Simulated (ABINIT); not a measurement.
# Input and output of a self-consistent single point for a sheet of PtSe2 (3 atoms in the cell) (ABINIT)

Level of theory: PBE, PAW (JTH v2.0 PBE PAW) (plane waves; ABINIT).

Input:

```
# PtSe2, JTH v2.0 PBE PAW
pp_dirpath "./"
pseudos "Pt.GGA_PBE-JTH.xml, Se.GGA_PBE-JTH.xml"
acell 3.6192562085 3.6192562085 16.9820380000 Angstrom
rprim
         1.0000000000   -0.0000000134    0.0000000000
        -0.4999999884    0.8660254105    0.0000000000
         0.0000000000    0.0000000000    1.0000000000
natom 3
ntypat 2
znucl 78 34
typat 1 2 2
xcart
         0.0000000000    0.0000000000   16.0457004290
         0.0000000528    3.9487311683   18.8633254243
         3.4197015309    1.9743655384   13.2280754337
ecut 21
pawecutdg 42
pawxcdev 0
ixc 11
occopt 7
tsmear 0.00499791
nband 16
kptopt 1
ngkpt 9 9 1
nshiftk 1
shiftk 0 0 0
nstep 60
tolvrs 1.0e-08
diemac 10
prtwf 0
prtden 0
```

Output, abridged:

```
 Symmetries : space group P-3 m 1 (#164); Bravais hP (primitive hexag.)

 -outvars: echo values of preprocessed input variables --------
            acell      6.8394030388E+00  6.8394030388E+00  3.2091400998E+01 Bohr
           diemac      1.00000000E+01
             ecut      2.10000000E+01 Hartree
              ixc          11
         kptrlatt        9    0    0      0    9    0      0    0    1
          kptrlen      6.15546273E+01
            natom           3
            nband          16
            ngfft          30      30     135
          ngfftdg          40      40     192
             nkpt          12
            nstep          60
             nsym          12
           ntypat           2
           occopt           7
        pawecutdg      4.20000000E+01 Hartree
         pawxcdev           0
            rprim      1.0000000000E+00 -1.3400000000E-08  0.0000000000E+00
                      -4.9999998840E-01  8.6602541050E-01  0.0000000000E+00
                       0.0000000000E+00  0.0000000000E+00  1.0000000000E+00
          spgroup         164
           tolvrs      1.00000000E-08
           tsmear      4.99791000E-03 Hartree
            typat      1  2  2
           useylm           1
             xred      0.0000000000E+00  0.0000000000E+00  4.9999999781E-01
                       3.3333333333E-01  6.6666666667E-01  5.8779999743E-01
                       6.6666666667E-01  3.3333333333E-01  4.1219999820E-01
            znucl       78.00000   34.00000

== DATASET  1 ==================================================================

 Exchange-correlation functional for the present dataset will be:
  GGA: Perdew-Burke-Ernzerhof functional - ixc=11
 Citation for XC functional:
  J.P.Perdew, K.Burke, M.Ernzerhof, PRL 77, 3865 (1996)

 Real(R)+Recip(G) space primitive vectors, cartesian coordinates (Bohr,Bohr^-1):
 R(1)=  6.8394030 -0.0000001  0.0000000  G(1)=  0.1462116  0.0844153  0.0000000
 R(2)= -3.4197014  5.9230968  0.0000000  G(2)=  0.0000000  0.1688306  0.0000000
 R(3)=  0.0000000  0.0000000 32.0914010  G(3)=  0.0000000  0.0000000  0.0311610
 Unit cell volume ucvol=  1.3000370E+03 bohr^3
 Angles (23,13,12)=  9.00000000E+01  9.00000000E+01  1.20000000E+02 degrees

 Coarse grid specifications (used for wave-functions):

 getcut: wavevector=  0.0000  0.0000  0.0000  ngfft=  30  30 135
         ecut(hartree)=     21.000   => boxcut(ratio)=   2.02414

 Fine grid specifications (used for densities):

 getcut: wavevector=  0.0000  0.0000  0.0000  ngfft=  40  40 192
         ecut(hartree)=     42.000   => boxcut(ratio)=   2.00471

   2.07420303E+03                                ecore*ucvol(ha*bohr**3)

_setup2: Arith. and geom. avg. npw (full set) are    5975.716    5975.671

--- !BeginCycle
solver: {iscf: 17, nstep: 60, nline: 4, wfoptalg: 10, }
tolerances: {tolvrs: 1.00E-08, }
...

     iter   Etot(hartree)      deltaE(h)  residm     nres2
 ETOT  1  -46.168790308550    -4.617E+01 2.468E-02 1.692E+01
 ETOT  2  -46.343921336116    -1.751E-01 4.087E-03 2.515E+01
 ETOT  3  -46.191534140092     1.524E-01 5.960E-03 2.167E+00
 ETOT  4  -46.212948541189    -2.141E-02 6.250E-04 5.394E-01
 ETOT  5  -46.212965068489    -1.653E-05 1.538E-04 2.184E-01
 ETOT  6  -46.213084585302    -1.195E-04 8.105E-05 2.672E-01
   [... 20 lines left out ...]
 ETOT 27  -46.212958093642    -2.360E-06 8.560E-06 3.420E-07
 ETOT 28  -46.212958767162    -6.735E-07 3.658E-06 1.234E-07
 ETOT 29  -46.212959021637    -2.545E-07 1.234E-06 5.788E-08
 ETOT 30  -46.212959151250    -1.296E-07 1.655E-06 1.169E-08
 ETOT 31  -46.212959153607    -2.357E-09 2.759E-07 3.913E-09

 At SCF step   31       nres2   =  3.91E-09 < tolvrs=  1.00E-08 =>converged.

 Cartesian components of stress tensor (hartree/bohr^3)
  sigma(1 1)= -2.91179406E-06  sigma(3 2)=  0.00000000E+00
  sigma(2 2)= -2.91179411E-06  sigma(3 1)=  0.00000000E+00
  sigma(3 3)=  9.42350806E-05  sigma(2 1)=  6.70176763E-15

 ----iterations are completed or convergence reached----

 reduced coordinates (array xred) for    3 atoms
       0.000000000000      0.000000000000      0.499999997815
       0.333333333333      0.666666666667      0.587799997430
       0.666666666667      0.333333333333      0.412199998199
 cartesian forces (eV/Angstrom) at end:
    1     -0.00000000000000    -0.00000000000000    -0.00000000000000
    2      0.00000000000000     0.00000000000000    -1.11037495875130
    3      0.00000000000000     0.00000000000000     1.11037495875130
 frms,max,avg= 5.2343578E-01 1.1103750E+00   0.000E+00  0.000E+00  0.000E+00 e/A
 length scales=  6.839403038811  6.839403038811 32.091400998257 bohr
              =  3.619256208500  3.619256208500 16.982038000000 angstroms
 Fermi (or HOMO) energy (hartree) =  -0.08134   Average Vxc (hartree)=  -0.15567
 Eigenvalues (hartree) for nkpt=  12  k points:
 kpt#   1, nband= 16, wtk=  0.01235, kpt=  0.0000  0.0000  0.0000 (reduced coord)
  -0.61299   -0.56753   -0.29977   -0.27070   -0.27070   -0.20520   -0.20520   -0.16971
  -0.14736   -0.09614   -0.09614   -0.00881   -0.00881    0.04895    0.08550    0.09581
      occupation numbers for kpt#   1
   2.00000    2.00000    2.00000    2.00000    2.00000    2.00000    2.00000    2.00000
   2.00000    1.99997    1.99997    0.00000    0.00000    0.00000    0.00000    0.00000
 prteigrs : prtvol=0 or 1, do not print more k-points.

--- !EnergyTerms
comment             : Components of total free energy in Hartree
kinetic             :  1.46991666223992E+01
hartree             :  1.14996486290221E+02
xc                  : -1.54828204445495E+01
Ewald energy        :  7.15743157466704E+01
psp_core            :  1.59549541862506E+00
local_psp           : -2.43015288626307E+02
spherical_terms     :  9.41963781624749E+00
internal            : -4.62130071766940E+01
'-kT*entropy'       : -6.97389461072564E-08
total_energy        : -4.62130072464329E+01
total_energy_eV     : -1.25751987950765E+03
...

-Cartesian components of stress tensor (GPa)         [Pressure= -8.6705E-01 GPa]
- sigma(1 1)= -8.56679246E-02  sigma(3 2)=  0.00000000E+00
- sigma(2 2)= -8.56679259E-02  sigma(3 1)=  0.00000000E+00
- sigma(3 3)=  2.77249132E+00  sigma(2 1)=  1.97172778E-10

 Calculation completed.
```

The run converged in 31 iterations.

The starting cell was generated: these elements placed on a structure prototype, without a prior relaxation; it need not be a known phase or ordering of this composition. Its lattice was rescaled in the plane by a random factor within 2.5 % of one. Forces in this geometry exceed 1 eV/Å.

Cost on one core of a shared machine: roughly 4 min.
